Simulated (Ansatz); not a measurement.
The starting structures come from a database of crystals and need not be the phases stable at ambient conditions.

By PBEsol, the system below comes out a metal.

Data:

```
CELL_PARAMETERS angstrom
      7.51994     0.00000     0.00000
      1.84950     7.28896     0.00000
      2.83522    -3.64448     4.61744
ATOMIC_POSITIONS crystal
  Ta 0.98489 0.31491 0.50000
  Ta 0.01511 0.68509 0.50000
  Ta 0.81491 0.48489 0.16998
  Ta 0.18509 0.51511 0.83002
  Ta 0.31491 0.98489 0.50000
  Ta 0.68509 0.01511 0.50000
  Ta 0.48489 0.81491 0.83002
  Ta 0.51511 0.18509 0.16998
  Ta 0.50000 0.50000 0.00000
  Ta 0.00000 0.00000 0.00000
  Si 0.87037 0.12963 0.75926
  Si 0.12963 0.87037 0.24074
  Si 0.37037 0.62963 0.50000
  Si 0.62963 0.37037 0.50000
  Si 0.25000 0.25000 0.00000
  Si 0.75000 0.75000 0.00000
```

Space group of this cell: I4/mcm. The cell is taken as given; by PBEsol its mean pressure is -2.9 GPa.

The current flows along the normal of the first two printed cell vectors, the (110) plane of the conventional cell. No spin-orbit coupling; the value is a mean over 0.1 eV about the Fermi level.

Q: Estimate the ballistic conductance per area that PBEsol in Ansatz (a program for electronic structure) returns for this system.

A: 0.42 × 10¹⁵ S/m² for both spins.
